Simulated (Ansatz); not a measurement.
Band structure of GaBi (F-43m, 2 atoms in the cell).

```
GaBi
1.0
    0.00000     3.18267     3.18267
    3.18267     0.00000     3.18267
    3.18267     3.18267     0.00000
Ga Bi
1 1
Cartesian
  1.59133   1.59133   1.59133
  0.00000   0.00000   0.00000
```

Method of the run: LDA (PW92), PAW files made with PBE (plane waves; Ansatz, a program for electronic structure).

Settings: kpoints.mp_grid.grid = 12 12 12; hamiltonian.xc = lda; hamiltonian.pseudopotentials = {kind: paw} (the program's default PAW files); scf.occupations.method = gaussian; scf.occupations.width = 0.2 eV; kpoints.band_path.npoints = 8.

The starting cell comes from a database of computed structures (which also holds hypothetical and non-ambient phases and stackings), without a prior relaxation at this level. Spin-orbit coupling is off.

Levels in eV from the Fermi level, bands 11 to 17:
```
point      11     12     13     14     15    16    17
-----  ------  -----  -----  -----  -----  ----  ----
Γ      -12.19  -1.90   0.14   0.14   0.14  2.81  2.81
X      -10.60  -6.56  -2.29  -2.29   0.94  1.09  8.09
W      -10.58  -6.44  -3.01  -2.77   3.40  3.58  4.35
K      -10.63  -6.43  -3.24  -1.93   1.26  3.59  5.95
L      -11.06  -6.22  -0.97  -0.97  -0.34  3.81  3.81
U      -10.63  -6.43  -3.24  -1.93   1.26  3.59  5.95
```

Bands cross the Fermi level along this path, so the cell is metallic at this level.

Keys are those of Ansatz 0.2.
